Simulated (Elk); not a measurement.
A self-consistent single point of CaMnO2 (Pmn2_1, 8 atoms in the cell) with Elk.

Level of theory: PBEsol, all-electron FP-LAPW, Elk's shipped species files, default APW+lo basis (Elk).

The change in words: lattice scaled by 0.98. Reference geometry:
```
CaMnO2
1.0
    3.25144     0.00000     0.00000
    0.00000     6.46282     0.00000
    0.00000     0.00000     4.69014
Ca Mn O
2 2 4
Direct
  0.00000   0.63537   0.50089
  0.50000   0.36463   0.00089
  0.00000   0.12200   0.50479
  0.50000   0.87800   0.00479
  0.50000   0.89368   0.49422
  0.00000   0.10632   0.99422
  0.00000   0.63590   0.00009
  0.50000   0.36410   0.50009
```
Moments meant for the start (each program seeds them in its own way; μB, in the order of the atoms Ca Ca Mn Mn O O O O): 0.0 0.0 4.0 4.0 0.0 0.0 0.0 0.0.

Reference input (self-consistent single point, DFT, PBEsol, all-electron FP-LAPW, Elk's shipped species files, default APW+lo basis): xctype = 22; spinpol = true; rgkmax = 7; stype = 3; swidth = 0.000367493 Ha; ngridk = 5 3 3; reducebf = 0.7; rmtscf = 0.92; nempty = 8 per atom. This run's input differs from it in these lines:

```diff
@@ -28,5 +28,5 @@
 avec
-    6.1443311107    0.0000000000    0.0000000000
-    0.0000000000   12.2129597928    0.0000000000
-    0.0000000000    0.0000000000    8.8630800862
+    6.0214441105    0.0000000000    0.0000000000
+    0.0000000000   11.9687013528    0.0000000000
+    0.0000000000    0.0000000000    8.6858181065
```

Output, abridged:

```
│ Self-consistent loop started │
│ Loop number : 1 │
 total energy                :     -3987.48251105
 total moment                :    9.240452791
│ Loop number : 2 │
 total energy                :     -3987.58346658
 total moment                :    9.245362361
RMS change in Kohn-Sham potential (target) :    1.855835083     (  0.1000000000E-05)
Absolute change in total energy (target)   :   0.1009555243     (  0.1000000000E-03)
│ Loop number : 3 │
 total energy                :     -3984.22826407
 total moment                :    8.907741542
RMS change in Kohn-Sham potential (target) :    1.749124033     (  0.1000000000E-05)
   [... lines left out ...]
│ Loop number : 22 │
 total energy                :     -3974.71228241
 total moment                :    10.00149692
RMS change in Kohn-Sham potential (target) :   0.1724776122E-05 (  0.1000000000E-05)
Absolute change in total energy (target)   :   0.6650416344E-04 (  0.1000000000E-03)
│ Loop number : 23 │
 total energy                :     -3974.71227720
 total moment                :    10.00149657
RMS change in Kohn-Sham potential (target) :   0.7747646703E-06 (  0.1000000000E-05)
Absolute change in total energy (target)   :   0.2184230289E-04 (  0.1000000000E-03)
Convergence targets achieved

│ Loop number : 24 │

Energies :
 Fermi                       :     0.289211185728
 xc effective B-field        :    -0.742217069395
 external B-field            :      0.00000000000
 total energy                :     -3974.71227451
 (external B-field energy excluded from total)

Density of states at Fermi energy :   0.7890888514
 (states/Hartree/unit cell)

Estimated indirect band gap :   0.4173434700E-02
 from k-point      4 to k-point      1
Estimated direct band gap   :   0.1149084145E-01
 at k-point      1

Charges :
 core                        :    48.00000000
 valence                     :    74.00000000
 interstitial                :    10.14629248
 muffin-tins (core leakage)
  species :    1 (Ca)
   atom    1                 :    18.08980366     (  0.1317892639E-06)
   [... lines left out ...]
  species :    2 (Mn)
   atom    1                 :    4.349497546
   atom    2                 :    4.349497546
  species :    3 (O)
   atom    1                 :   0.1775437823
   atom    2                 :   0.1775437823
   atom    3                 :   0.9352677884E-01
   atom    4                 :   0.9352677884E-01
 total in muffin-tins        :    9.271763826
 total moment                :    10.00149639

│ Self-consistent loop stopped │
```

The run converged in 24 iterations. The count includes the last loop, which Elk runs after its targets are met. Against the reference run the free energy rises by 9.8 meV/atom, the gap on the mesh goes from 0.452 to 0.114 eV and the size of the net moment stays at 1.25 μB/atom.

The starting cell comes from a database of computed structures (which also holds hypothetical and non-ambient phases and stackings), without a prior relaxation at this level. For this run, on top of that: lattice scaled by 0.98. The magnetic order is the one reached from the typed start; others were not searched systematically. Values depend on the basis (sphere radii, cutoffs, local orbitals), which need not be converged.

Cost on one core of a shared machine: roughly 4 min.
